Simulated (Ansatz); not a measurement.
Start from BAs in the zinc blende structure (space group F-43m, No. 216; a = 4.768 Å). Axes: x, y, z lie along the cube axes.

One thing is altered: the cell is stretched by 4.37 % along x with no lateral relaxation, atoms relaxed at fixed cell.

Levels (all Ansatz, a first-principles code, PAW): PBEsol (420 eV, scalar-relativistic without spin-orbit coupling); PBEsol+SOC (420 eV, spin-orbit coupling included).

The geometry is relaxed with PBEsol.

* **PBEsol valence-band top at Γ**: 0.00, 0.00, -0.43 eV
* **PBEsol smallest direct gap**: 2.98 eV
* **PBEsol electron mass**: 1.0 mₑ along k, 0.22 mₑ across (off the special points)
* **PBEsol lowest conduction level above the VBM at special points**: X 1.04 eV; M 1.56 eV; N 2.19 eV; S 2.27 eV

With PBEsol+SOC at the same geometry, the valence-band top at Γ (three highest Kramers pairs, from the VBM) goes from 0.00, 0.00, -0.43 eV to 0.00, -0.11, -0.52 eV; the smallest direct gap drops by 0.16 eV (2.98 eV → 2.82 eV); the electron mass is still 1.0 mₑ along k, 0.22 mₑ across (off the special points); the lowest conduction level above the VBM at special points changes from X 1.04 eV; M 1.56 eV; N 2.19 eV; S 2.27 eV to X 0.98 eV; M 1.50 eV; N 2.13 eV; S 2.20 eV.

Single points use the geometry relaxed with PBEsol. Differences between runs with and without spin-orbit coupling are approximate. The cells carry an imposed strain or load. Masses are band curvatures over ±0.01 Å⁻¹ around the edge. Along k means along the line from Γ to the band edge. Stability against distortions was not tested. k-point labels follow each cell's own Brillouin zone.
